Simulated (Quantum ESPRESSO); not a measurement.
A self-consistent single point of SnAu (P6_3/mmc, 4 atoms in the cell) with Quantum ESPRESSO.

Method: PBEsol, GBRV 1.5 ultrasoft (PBESOL) pseudopotentials (plane waves; Quantum ESPRESSO).

```
CELL_PARAMETERS angstrom
      4.36103     0.00000     0.00000
     -2.18052     3.77676     0.00000
      0.00000     0.00000     5.59400
ATOMIC_POSITIONS crystal
  Sn 0.66667 0.33333 0.75000
  Sn 0.33333 0.66667 0.25000
  Au 0.00000 0.00000 0.50000
  Au 0.00000 0.00000 0.00000
```

Reference input (self-consistent single point, DFT, PBEsol, plane waves, GBRV 1.5 ultrasoft (PBESOL) pseudopotentials): ecutwfc = 40 Ry; ecutrho = 320 Ry; occupations = smearing; smearing = gauss; degauss = 0.0036749 Ry; potentials = {Sn: sn_pbesol_v1.4.uspp.F.UPF, Au: au_pbesol_v1.uspp.F.UPF}; K_POINTS = automatic 10 10 7 0 0 0; conv_thr = 1e-10 Ry; mixing_beta = 0.3. This run's input differs from it in these lines:

```diff
@@ -35,3 +35,3 @@
 K_POINTS automatic
-10 10 7  0 0 0
+6 6 4  0 0 0
```

Output, abridged:

```
     Self-consistent Calculation

     iteration #  1     ecut=    40.00 Ry     beta= 0.30

     total energy              =    -547.08868473 Ry
     estimated scf accuracy    <       2.29081789 Ry

     iteration #  2     ecut=    40.00 Ry     beta= 0.30

     total energy              =    -547.36151554 Ry
     estimated scf accuracy    <       0.20412942 Ry

     iteration #  3     ecut=    40.00 Ry     beta= 0.30

     total energy              =    -547.35633856 Ry
     estimated scf accuracy    <       0.04746555 Ry

   [... 10 blocks of this kind left out ...]

     iteration # 14     ecut=    40.00 Ry     beta= 0.30

     total energy              =    -547.37463345 Ry
     estimated scf accuracy    <          1.5E-09 Ry

     iteration # 15     ecut=    40.00 Ry     beta= 0.30
     End of self-consistent calculation

     the Fermi energy is    12.0035 ev

!    total energy              =    -547.37463346 Ry
     estimated scf accuracy    <          4.9E-12 Ry
     smearing contrib. (-TS)   =      -0.00035001 Ry
     internal energy E=F+TS    =    -547.37428344 Ry

     convergence has been achieved in  15 iterations

     Forces acting on atoms (cartesian axes, Ry/au):

     atom    1 type  1   force =     0.00000000    0.00000000    0.00000000
   [... zero for the other atoms too ...]

     Total force =     0.000000     Total SCF correction =     0.000000

          total   stress  (Ry/bohr**3)                   (kbar)     P=      -19.70
  -0.00014394  -0.00000000   0.00000000          -21.17       -0.00        0.00
  -0.00000000  -0.00014394   0.00000000           -0.00      -21.17        0.00
   0.00000000   0.00000000  -0.00011387            0.00        0.00      -16.75

   JOB DONE.
```

The run converged in 15 iterations. Against the reference run the free energy rises by 1.5 meV/atom and the pressure goes from -2.09 to -1.97 GPa.

The starting cell comes from a database of computed structures (which also holds hypothetical and non-ambient phases and stackings), without a prior relaxation at this level.

Cost on one core of a shared machine: roughly 80 s.
